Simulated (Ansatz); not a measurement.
## BAs, response to strain

Start from BAs in the zinc blende structure (space group F-43m, No. 216).

```xyz
2
Lattice="0.0000 2.3919 2.3919 2.3919 0.0000 2.3919 2.3919 2.3919 0.0000" Properties=species:S:1:pos:R:3 pbc="T T T"
B      0.0000     0.0000     0.0000
As     1.1960     1.1960     1.1960
```

Cartesian axes are those of the cell as printed.

Strains are applied to the cell and any free atomic positions relax; under biaxial strain the out-of-plane vector relaxes too.

Level of theory: r2SCAN in Ansatz (plane waves to 500 eV, PAW, scalar-relativistic without spin-orbit coupling).

Notes on the quantities. energy relative to the base: free energy F.

```tsv
biaxial strain, plane normal [111], relaxed out of plane (%)	energy relative to the base (meV/atom)
-2.5	21.6
-2.08	14.8
-1.67	9.4
-1.25	5.2
-0.83	2.3
-0.42	?
0	0.0
```

Question: Fit ΔE = Aε² + Bε³ (ε in %) to the rows shown and predict the withheld row.

Answer: Least squares on the printed values gives A = 3.22 and B = -0.096 meV/atom (largest residual 0.0 meV/atom); this predicts 0.6 meV/atom, and the run gives 0.6 meV/atom, in agreement.

Stability against distortions was not tested.

Ansatz is a first-principles code.
